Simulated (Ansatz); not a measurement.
Smallest direct gap on the k points sampled of AgSbO3 (R-3, No. 148; cell taken from a computed entry) at several levels of theory

No measured value is used here.

```json
[
 {"level (code)": "HSE06 (Ansatz)", "value (eV)": "1.65"},
 {"level (code)": "HSE06+SOC (Ansatz)", "value (eV)": "1.60"},
 {"level (code)": "PBE0 (Ansatz)", "value (eV)": "[?]"}
]
```

Q: Fill in the missing entries.

A: 
- PBE0 (Ansatz, a quantum-chemistry and plane-wave program), value (eV): 2.35

Computed values are for a static lattice. Spin–orbit coupling is included only where a level's name says +SOC; with heavier elements it mostly lowers gaps and can invert bands.  Values are at the PBEsol cell. Ansatz's density-functional and Hartree–Fock values are scalar-relativistic unless marked +SOC, with PAW data made under PBE.
